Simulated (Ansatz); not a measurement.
Pressure series in ZnO

Consider ZnO (space group P4_2/mnm, No. 136; a = 5.516 Å, c = 3.240 Å; a cell from a computed database, its experimental status unchecked).

Cell and atoms are relaxed at each pressure.

Levels (all Ansatz, an electronic-structure program, PAW): PBEsol (420 eV, no spin-orbit coupling); HSE06 (420 eV, no spin-orbit coupling).

```tsv
pressure (GPa)	band gap, PBEsol (eV)	band gap, HSE06 (eV)
-2	0.68	2.49
-1	0.69	2.51
0	0.70	2.53
0.7	0.71	2.54
1.5	0.72	2.55
3	0.74	2.58
5	0.77	2.62
7.5	?	?
10	0.88	2.74
```

### Question
Fit E_g = E₀ + αP + βP² to the rows shown and predict the withheld row.

### Answer
Least squares on the printed values gives 

- PBEsol: E₀ = 0.70 eV, α = 11.0 meV/GPa, β = 0.69 meV/GPa² (largest residual 0.00 eV); this predicts 0.82 eV, and the run gives 0.82 eV, in agreement
- HSE06: E₀ = 2.53 eV, α = 17.0 meV/GPa, β = 0.43 meV/GPa² (largest residual 0.00 eV); this predicts 2.68 eV, and the run gives 2.67 eV, in agreement.

Single points use the geometry relaxed with PBEsol. Load acts through the strain it causes; cell and atoms are relaxed under it. Stability against distortions was not tested. No other phases were tried under pressure. This is not the structure that ZnO has at room temperature and ambient pressure.
